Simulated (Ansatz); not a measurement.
CaB6-type YB₆, treated with r²SCAN (Ansatz, a quantum-chemistry and plane-wave program, plane waves, PAW).

Settings: plane-wave cutoff 560 eV, 14×14×14 k mesh, Fermi–Dirac smearing 0.05 eV, scalar-relativistic PAW data made under PBE.

Pressure at four volumes; x = ln(V/9.769 Å³). One pressure is withheld.

```tsv
V (Å³/atom)	x	P (GPa)
9.378	-0.0408	7.86
9.769	0.0000	0.00
9.964	0.0198	-3.42
10.160	0.0392	?
```

Question: Pass a parabola P(x) through the three rows shown, estimate the bulk modulus and its pressure derivative near zero pressure, and predict the withheld pressure.

Answer: Slopes between the rows: (0.00 − (7.86))/(0.0000 − (-0.0408)) = -192.65 and (-3.42 − (0.00))/(0.0198 − (0.0000)) = -172.73 GPa. Their difference over the span 0.0606 is c = 19.92/0.0606 = 328.7 GPa, so P(x) = 7.86 + (-192.65)(x − (-0.0408)) + 328.7 (x − (-0.0408))(x − (0.0000)). At the middle row B = −dP/dx = −[-192.65 + 328.7 × 0.0408] = 179.2 GPa, and B′ = dB/dP = 2c/B = 3.7. At x = 0.0392 the parabola gives -6.52 GPa; the run gives -6.54 GPa. The Birch–Murnaghan fit to the energies at all volumes has B0 = 179 GPa and B′ = 3.6.

Note: the relaxation could not lower the start's symmetry, so the cell can be a saddle point above a distorted one.
